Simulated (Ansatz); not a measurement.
Phonon-limited resistivity of Nb$_{2}$GaC (P6_3/mmc) against temperature in μΩ·cm, PBEsol, DFPT electron-phonon coupling, linearised Boltzmann equation in Ansatz (a program for electronic structure), harmonic crystal at a fixed cell. x, y and z are the axes of this cell:
```
GaNb2C
1.0
    3.11827     0.00000     0.00000
   -1.55914     2.70050     0.00000
    0.00000     0.00000    13.46850
Nb Ga C
4 2 2
Direct
  0.66667   0.33333   0.91021
  0.33333   0.66667   0.08979
  0.33333   0.66667   0.41021
  0.66667   0.33333   0.58979
  0.66667   0.33333   0.25000
  0.33333   0.66667   0.75000
  0.00000   0.00000   0.00000
  0.00000   0.00000   0.50000
```

```
T      ρ (x, y)  ρ (z)
-----  --------  -----
50 K       0.52   1.20
77 K       1.77    4.0
100 K         ?    7.2
150 K         ?   15.2
200 K      10.0     23
250 K      13.4     32
273 K      14.9     35
300 K      16.7     40
```

What belongs in the gaps?


- 100 K, ρ (x, y): 3.2
- 150 K, ρ (x, y): 6.5

A metal at this level (no band gap). Only scattering by harmonic phonons is included (no impurities, grain boundaries, electron-electron scattering or thermal expansion). Spin-orbit coupling is left out. Halving the electron mesh (32x32x8) moves the resistivity by up to 12 %. Smearing 0.20 eV; phonons on a 5x5x1 q mesh, which this run doesn't test and which matters most at low temperature.

Computed structure with no diffraction record at hand here (it may be known, metastable or hypothetical): Nb2GaC (P6_3/mmc).
